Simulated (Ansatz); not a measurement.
# Re: stress against strain

Re (hcp, P6_3/mmc, 14.957 Å³/atom at rest, c along z) under an equal strain ε in the (0001) plane with the normal axis free, as in a coherent film. PBE in Ansatz, a plane-wave DFT program (PAW, default set), 420 eV, 24×24×13 Γ-centred mesh, Fermi-Dirac smearing 0.10 eV; ions are relaxed within the symmetry of each cell. Stress is positive for a compressed cell.

Here s stands for strain and y for stress xx.

```
strain (%)  stress xx (GPa)
----------  ---------------
-1.50                 11.93
-1.00                  7.69
-0.50                  3.72
0.00                   0.00
0.50                  -3.47
1.00                  -6.68
1.50                  -9.67
3.00                      ?
```

The 7 complete rows are fitted with a straight line, y against s. Means: s 0, y 0.503. About the means, the sum of products is -50.365 and the sum of squares of s is 7.0000; the slope is their ratio. Least squares gives y = 0.503 - 7.1950·s. Residuals (row less fit): 0.634, -0.008, -0.381, -0.503, -0.376, 0.012, 0.620; standard error 0.515 (degrees of freedom: 5). The slope gives the biaxial elastic modulus of this plane = 720 ± 19 GPa.

Task: Estimate the missing y (s = 3.00); what did the run itself give?

Result: y = 0.503 - 7.1950 × 3.0 = -21.082 GPa. The calculation gives -17.40 GPa, 3.682 GPa above the prediction (12.6 % of the range of y in the table). The row lies outside the fitted rows, so this is an extrapolation. From the scatter of the fitted rows alone, a prediction at this place has a standard error of 0.802 GPa, so the miss is 4.6 times that.

One order more, fitted to all 13 runs of the series, follows each within 0.11, so the miss is the next term of a smooth law. In a metal these values are sensitive to mesh and smearing; energies are taken to zero smearing, stresses follow the free energy. Rows are the converged runs of the series near zero and its far end; series whose fitted rows scatter by over a few per cent of the range, as at a crossing or softening among them, aren't shown in this form. Most that stay on the fit to the last digits aren't either.
